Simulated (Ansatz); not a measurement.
Consider KI in the rock salt structure (space group Fm-3m, No. 225).

```yaml
crystal:
  lattice:
    - [0.00000, 3.50280, 3.50280]
    - [3.50280, 0.00000, 3.50280]
    - [3.50280, 3.50280, 0.00000]
  atoms:
    - { symbol: K, position: [0.00000, 0.00000, 0.00000] }
    - { symbol: I, position: [0.50000, 0.50000, 0.50000] }
```

Calculations: Kohn–Sham DFT with the PBEsol functional, run in Ansatz (an electronic-structure program) with PAW and 420 eV plane waves, spin-orbit coupling left out.

Strains are applied to the cell and any free atomic positions relax.

One change was made to it. Results:

The valley order (the lowest conduction-band minima on the path, energy above the VBM, named in the base's zone) goes from Γ 3.87 eV; X along ⟨100⟩ 4.79 eV to Γ 3.98 eV; X along ⟨100⟩ 4.70 eV; the mean gap deformation potential ΔEg/Δln V comes out as -2.3 eV; the energy rises by 3.6 meV/atom.

**Question.** Which of these changes matches the shifts?
A. isotropic strain −0.50 %
B. isotropic strain −2.00 %
C. isotropic strain −3.00 %
D. isotropic strain −1.50 %
E. isotropic strain −2.50 %

**Answer.** D, isotropic strain −1.50 %. For comparison, the valley order in the other runs: isotropic strain −2.00 % gives Γ 4.01 eV; X along ⟨100⟩ 4.67 eV; isotropic strain −0.50 % gives Γ 3.91 eV; X along ⟨100⟩ 4.76 eV; isotropic strain −3.00 % gives Γ 4.09 eV; X along ⟨100⟩ 4.60 eV; isotropic strain −2.50 % gives Γ 4.05 eV; X along ⟨100⟩ 4.64 eV.

Spin-orbit coupling, missing from the scalar runs, can matter with I. No phonon test of stability was made.
